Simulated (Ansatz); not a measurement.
Defect calculation: F_C in 3C silicon carbide

Method: PBE, PAW (plane waves to 420 eV; Ansatz, a program for electronic structure). The supercell holds 64 host sites (2×2×2 repeats of the unit cell), with a 2×2×2 shifted k-point sampling for the final energies. Site at the start: the C site. Energies of charged states are corrected for periodic images (point charge plus alignment at distant sites). Dielectric constants: PBE linear response of the host. Host gap at this level: 1.37 eV. Finite-size and sampling errors can reach tenths of an eV here. Levels are measured in PBE's own, too narrow, gap. Spin–orbit coupling is left out. Each state is the lowest found from its start.

Formation energies E_f are given with the Fermi level at the valence-band maximum. Chemical conditions: C-rich (Δμ(C) = 0.00 eV, Δμ(F) = -3.81 eV, bounded by SiF4 molecule; only phases computed here count, gases as isolated molecules at 0 K); Si-rich (Δμ(C) = -0.41 eV, Δμ(F) = -3.91 eV, bounded by SiF4 molecule; only phases computed here count, gases as isolated molecules at 0 K). Reference phases: C: graphite, F: F2 molecule in a box.

| charge | moment (μB) | largest move off a lattice site (Å) | image correction with alignment (eV) | E_f, C-rich (eV) | E_f, Si-rich (eV) |
|---|---|---|---|---|---|
| +3 | not spin-polarised | 0.30 | 1.59 | 2.23 | 1.93 |
| +2 | 1.0 | 0.33 | 0.73 | 2.63 | 2.33 |
| +1 | not spin-polarised | 0.33 | 0.20 | 3.44 | 3.14 |
| 0* | 1.0 | 0.33 | – | – | – |
| −1* | not spin-polarised | 0.83 | – | – | – |

* At this level the carrier isn't localised at the defect: at charge 0 electrons occupy the conduction band; at charge −1 electrons occupy the conduction band. Such a state is shallow or no state of the defect, and this cell gives it no level.

Transition levels above the valence-band maximum: ε(+3/+2) = 0.40 eV; ε(+2/+1) = 0.81 eV. On the lower envelope of the bound states, inside the gap: (+3/+2) at 0.40 eV; (+2/+1) at 0.81 eV.

Flagged in the runs: a doubtful potential alignment.
